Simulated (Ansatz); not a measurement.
Take WSi$_{2}$ (space group I4/mmm, No. 139; a = 3.185 Å, c = 7.773 Å; relaxed with 0.1 eV smearing) as the base. Axes: x, y, z lie along a, b, c of the conventional cell.

Calculations: Ansatz (a program for electronic structure) LDA, no spin-orbit coupling.

Strains are applied to the cell and any free atomic positions relax; under biaxial strain the out-of-plane vector relaxes too.

One change was made to it. Results:

The volume per atom falls by 0.518 Å³ to 12.63 Å³; the energy goes up by 29 meV/atom.

Question: What was done to the base?
A. biaxial strain −1.50 %, plane normal [001], relaxed out of plane
B. biaxial strain −2.00 %, plane normal [001], relaxed out of plane
C. biaxial strain −2.50 %, plane normal [001], relaxed out of plane

Answer: C, biaxial strain −2.50 %, plane normal [001], relaxed out of plane. For comparison, the energy relative to the base in the other runs: biaxial strain −2.00 %, plane normal [001], relaxed out of plane gives +19 meV/atom; biaxial strain −1.50 %, plane normal [001], relaxed out of plane gives +10 meV/atom.

Whether these cells are dynamically stable was not tested. The final runs are not spin-polarised.
